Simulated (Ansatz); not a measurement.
## SiO2: band gap against strain

SiO2 (rutile, P4_2/mnm, 8.046 Å³/atom at rest, c along z) under an equal strain ε along all three axes. PBE in Ansatz, a plane-wave DFT program (PAW, default set), 420 eV, 8×8×12 Γ-centred mesh, Fermi-Dirac smearing 0.05 eV; ions are relaxed within the symmetry of each cell. Gaps are the smallest over the k-mesh and a band path, without spin-orbit coupling; in all rows the valence edge lies at Γ and the conduction edge at Γ.

Here s stands for strain and Eg for gap.

| strain (%) | gap (eV) |
|---|---|
| 0.00 | 5.040 |
| 0.60 | 4.762 |
| 1.20 | 4.492 |
| 1.80 | 4.231 |
| 3.00 | ? |

Q: Fit Eg against s with a straight line, and predict the withheld value at s = 3.00.

A: Means: s 0.90000, Eg 4.6312. About the means, the sum of products is -0.80910 and the sum of squares of s is 1.8000; the slope is their ratio. Least squares gives Eg = 5.0358 - 0.44950·s. Residuals (row less fit): 0.0042, -0.0041, -0.0044, 0.0043; standard error 0.0060 (degrees of freedom: 2). Over these rows the gap moves by -45 ± 0.4 eV per unit strain, or -15 eV per unit of ln V. At the withheld row, Eg = 5.0358 - 0.44950 × 3.0 = 3.6873 eV. The calculation gives 3.728 eV, 0.0407 eV above the prediction (3.1 % of the range of Eg in the table). The row lies outside the fitted rows, so this is an extrapolation. From the scatter of the fitted rows alone, a prediction at this place has a standard error of 0.0116 eV, so the miss is 3.5 times that.

One order more, fitted to all 6 runs of the series, follows each within 0.001, so the miss is the next term of a smooth law. SiO2 is here stishovite, a high-pressure form. Rows are the converged runs of the series near zero and its far end; series whose fitted rows scatter by over a few per cent of the range, as at a crossing or softening among them, aren't shown in this form. Most that stay on the fit to the last digits aren't either.
